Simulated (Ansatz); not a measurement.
What uniaxial strain ε_zz = +3.00 % does to Ru

The parent structure is Ru in the hcp (Mg type) structure (space group P6_3/mmc, No. 194; a = 2.676 Å, c = 4.224 Å; relaxed with 0.1 eV smearing). Axes: x lies along a and z along c of the hexagonal cell.

Perturbation: uniaxial strain ε_zz = +3.00 %, all other strain components held at zero; the atoms relax in the strained cell.

All numbers come from LDA, PAW, 420 eV (Ansatz, a quantum-chemistry and plane-wave program; scalar-relativistic without spin-orbit coupling). Settings: 25×25×14 k-points, 0.1 eV Fermi–Dirac smearing.

```csv
quantity,base,changed,shift
volume per atom,13.09 Å³,13.49 Å³,+0.393 Å³
space group,P6_3/mmc (No. 194),P6_3/mmc (No. 194),–
shortest interatomic distance,2.617 Å,2.668 Å,+0.051 Å
energy relative to the base (free energy F),0 meV/atom,+25 meV/atom,+25 meV/atom
band gap,zero,zero,–
"stress (xx, yy, zz, yz, xz, xy; compression positive)",–,"(-5.3, -5.3, -19.8, 0.0, 0.0, 0.0) GPa",–
```

Final structure:

```
CELL_PARAMETERS angstrom
      2.67558     0.00000     0.00000
     -1.33779     2.31712     0.00000
      0.00000     0.00000     4.35042
ATOMIC_POSITIONS crystal
  Ru 0.66667 0.33333 0.75000
  Ru 0.33333 0.66667 0.25000
```

Cost of the whole job for the changed cell (relaxation, final SCF and bands): around 26 core-seconds (rough).

Whether these cells are dynamically stable was not tested. The final runs are not spin-polarised.
